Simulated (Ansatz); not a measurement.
Task: Name crystals whose Seebeck coefficient, p-type 1e19 cm⁻³ lies between 350 and 550 μV/K and whose hole conductivity mass lies between 1.5 and 2.3 mₑ, by r2SCAN, rigid bands in Ansatz (a first-principles code).

Result: Many crystals can fit; among those computed here:
- SrTiO$_{3}$ (Pm-3m): 516 μV/K, 1.79 mₑ
- ZnO (P6_3mc): 436 μV/K, 1.88 mₑ
- GaN (P6_3mc): 420 μV/K, 1.51 mₑ

Masses are for dilute carriers at 300 K, harmonic means over directions unless an axis is named. Seebeck coefficients are for the stated density at 300 K, with one relaxation time for all states and whether or not that doping can be reached. Spin-orbit coupling is left out.
